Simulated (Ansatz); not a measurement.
## Input and output of a self-consistent single point for Sr (Fm-3m, 1 atom in the cell) (Ansatz)

Method: PBE (plane waves, PAW; Ansatz, a program for electronic structure).

Input:

Ansatz 0.2 input:
```yaml
# Sr
crystal:
  lattice:
    - [0.000000, 2.975856, 2.975856]
    - [2.975856, 0.000000, 2.975856]
    - [2.975856, 2.975856, 0.000000]
  atoms:
    - { symbol: Sr, position: [0.000000, 0.000000, 0.000000] }
kpoints:
  mp_grid: { grid: [8, 8, 8] }
hamiltonian:
  xc: pbe
  pseudopotentials: { kind: paw }
scf:
  occupations: { method: fermi_dirac, width: 0.0073 Ry }
output:
  forces: true
  eigenvalues: true
  stress: true
```

The program printed (abridged):

```
WARN basis.ecutwfc = 420 eV, the default
WARN ansatz: RAYON_NUM_THREADS=1 ignored (pool sized by the plan → 1); use --threads N
Pseudopotentials: kind: paw
Pseudopotential: Sr, paw, valence charge 10
Crystal: 1 atoms, lattice volume = 52.707 Å³
Basis set: ecut = 420 eV, 965 PW (Γ), exchange–correlation on 60×60×60 points (8 copies of the dense FFT grid, shifted against one another)
Bands: 9, of which v1, the nominal top of the filled ones, is band 5 counted from 1 (4 counted from 0)
Symmetry: 48 space group operations
Space group: Fm-3m (ITA 225), of the structure as read, at distance tolerance 3.7e-5 Å
k-points: 29 of 512
Initial density: superposition of atomic densities (neutral atoms: chi_scale 0, normalization atom), corrected by the library's trained network
Initial wavefunctions: pseudopotential atomic-orbital guess
Eigensolver: davidson
Functional: x = pbe(κ = 0.804, μ = 0.2195149727645171), c = pbe(β = 0.06672455060314922)
SCF iter   1: F=—  HF=-3544.238974 eV  |F-HF|=—  |Δ(HF+E_count)|=         —  Δρ=8.85e-4  dr2=6.27e-4  ethr=1.77e-3  ⟨swp⟩=6.5  Hψ=2259  notcnv=0
all-band conjugate gradients solve this SCF's bands
preconditioner: auto → none
SCF iter   2: F=—  HF=-3544.239454 eV  |F-HF|=—  |Δ(HF+E_count)|=   4.80e-4  Δρ=5.55e-4  dr2=3.06e-4  ethr=6.27e-6  ⟨swp⟩=2.8  Hψ=692  notcnv=0
SCF iter   3: F=—  HF=-3544.239506 eV  |F-HF|=—  |Δ(HF+E_count)|=   5.19e-5  Δρ=2.19e-4  dr2=3.96e-5  ethr=3.06e-6  ⟨swp⟩=1.0  Hψ=261  notcnv=0
SCF iter   4: F=—  HF=-3544.239495 eV  |F-HF|=—  |Δ(HF+E_count)|=   1.13e-5  Δρ=1.12e-4  dr2=3.61e-6  ethr=3.96e-7  ⟨swp⟩=2.3  Hψ=401  notcnv=0
iter 5 did not close the SCF: its close was put off for the readings that it lacked (scf_convergence_deferred on its scf_iter line)
SCF iter   5: F=-3544.239495 eV  HF=-3544.239495 eV  |F-HF|=3.78e-8  |Δ(HF+E_count)|=   4.24e-7  Δρ=1.78e-5  dr2=7.97e-8  ethr=3.61e-8  ⟨swp⟩=3.0  Hψ=423  notcnv=0
SCF iter   6: F=-3544.239495 eV  HF=-3544.239495 eV  |F-HF|=3.82e-9  |Δ(HF+E_count)|=   2.45e-8  Δρ=5.13e-6  dr2=7.73e-9  ethr=7.97e-10  ⟨swp⟩=3.9  Hψ=1364  notcnv=0
SCF 1 converged in 6 iterations: F = -3544.239495 eV  dr2 = 7.73e-9
SCF converged after 6 iterations
Free energy (F): -3544.239495 eV
Harris-Foulkes:  -3544.239495 eV  (|F-HF|=3.82e-9)
Internal energy: -3544.202368 eV  (E = F + TS)
E sigma→0 (E₀):  -3544.220932 eV
Entropy (-TS):   -0.037127 eV (-37.127 meV/atom)
Fermi energy:    5.340406 eV
--- Per-component energies (eV) ---
  E_band       = -132.650484
  E_kinetic    = 241.862515
  E_local      = -759.166070  (includes V_loc(G=0)·N_el)
  E_nonlocal   = 202.885499
  E_hartree    = 190.994454
  E_xc         = -171.422379
  E_vxc        = -159.511284  (∫ρ·V_xc dr)
  E_paw        = -2694.722792  (= ΣΔE_a)
  E_vpaw       = -40.708262  (= ΣTr[D̂ρ^β])
  E_aug_tail   = -0.000001  (compensation charges beyond the density's cutoff)
  E_ewald      = -554.633595
  E_smearing   = -0.037127  (= −TS)
  E_closure    = -0.000000  (closes the sum)
  Σ components = -3544.239495   (vs F -3544.239495, Δ=0.00e0)
--- Forces (eV/Å), atoms counted from 1 ---
  atom   1  Sr    -0.00000000    -0.00000000     0.00000000
  max |Σ_I F_I| component: 1.48e-31 eV/Å
--- Stress (GPa, compression-positive) ---
        0.541351       0.000000      -0.000000
        0.000000       0.541351       0.000000
       -0.000000      -0.000000       0.541351
  P = ⅓ Tr σ = 0.5414 GPa (5.414 kbar)
  The stress holds the Pulay correction. Without it, at fixed plane waves, as pw.x and ABINIT print it: P = 0.5391 GPa
--- Band table (eV; the first three rows and the last of 29) ---
  k-point 0: bands = ["-31.1348", "-13.0164", "-13.0164", "-13.0164", "1.6608", "7.7680", "7.7680", "7.7680", "9.3057"]
  k-point 1: bands = ["-31.1323", "-13.0508", "-13.0209", "-13.0209", "1.9202", "7.3861", "7.8789", "7.8789", "9.1623"]
  k-point 2: bands = ["-31.1263", "-13.1326", "-13.0319", "-13.0319", "2.6370", "6.6499", "7.9237", "7.9237", "9.2437"]
  k-point 28: bands = ["-31.1121", "-13.1657", "-13.1657", "-13.1016", "5.4108", "6.0260", "6.0260", "7.7183", "10.7258"]
```

The run converged in 6 iterations.

The starting cell has typed, rounded lattice constants, without a prior relaxation at this level. Its lattice was rescaled by a random factor within 2.5 % of one. Ansatz's pressure includes its estimate of the finite-basis (Pulay) stress.
